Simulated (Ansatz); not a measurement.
The starting structures come from a database of crystals and need not be the phases stable at ambient conditions.

Tunnelling through a barrier is set by its complex band structure: the current falls as exp(−2κd) with the smallest κ.

Consider the following.

```
NbBr2S2
1.0
    6.54742     0.01373    -0.01019
    0.02159     7.18968    -0.09231
   -3.23824    -2.43806     5.13284
Nb S Br
2 4 4
Direct
  0.12488   0.99891   0.87232
  0.87512   0.00109   0.12768
  0.75744   0.13513   0.79641
  0.24256   0.86487   0.20359
  0.05997   0.31532   0.14776
  0.94003   0.68468   0.85224
  0.41763   0.76233   0.75394
  0.58237   0.23767   0.24606
  0.18063   0.23753   0.65295
  0.81937   0.76247   0.34705
```

The cell was relaxed by PBE-D3(BJ); by r2SCAN it stands under a pressure of 1.2 GPa.

Transport runs along the normal of the first two printed cell vectors.

The gap is the functional's own. No spin-orbit coupling. Mid-gap values are those at the computed energy nearest the middle.

### Question
State the band gap and the smallest decay constant κ at mid-gap according to r2SCAN in Ansatz (an electronic-structure program).

### Answer
Gap 1.64 eV on a 6×6×6 mesh; κ = 0.299 1/Å, at (0.000, 0.500) of the in-plane reciprocal vectors. At the zone centre the slowest state has κ = 0.33 1/Å.
